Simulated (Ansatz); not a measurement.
An Ansatz (a program for electronic structure) input (DFT with PBEsol, PAW potentials and a 420 eV plane-wave cutoff in Ansatz, no SOC, earlier PAW set):

Ansatz 0.2 input:
```yaml
crystal:
  lattice:
    - [0, 3.055975382, 3.055975382]
    - [3.055975382, 0, 3.055975382]
    - [3.055975382, 3.055975382, 0]
  atoms:
    - { symbol: Sb, position: [0.75, 0.75, 0.75] }
    - { symbol: Ga, position: [0, 0, 0] }
basis: { ecutwfc: 420, ecutrho_ratio: 4, xc_grid: 2, fft_grid_basis: typed }
kpoints: { mp_grid: { grid: [13, 13, 13] } }
hamiltonian:
  xc: pbesol
  dispersion: none
  pseudopotentials: { azcp: { folder: ./paw }, kind: paw }
scf: { occupations: { method: fermi_dirac, width: 0.05 }, convergence: { dr2_threshold: 0.0000000002 } }
output: { forces: true, stress: true }
checkpoint: { write: state.ck, write_every: 1000 }
```

Task: Which symmetry and how many k-points will the program report, and about how many plane waves at Γ?

Result: Space group F-43m (ITA 216) with 24 operations, k-points 84 of 2197, and 1139 plane waves at Γ.

Whether these cells are dynamically stable was not tested. The final runs are not spin-polarised. The cell was made from GaP by this change: P → Sb.
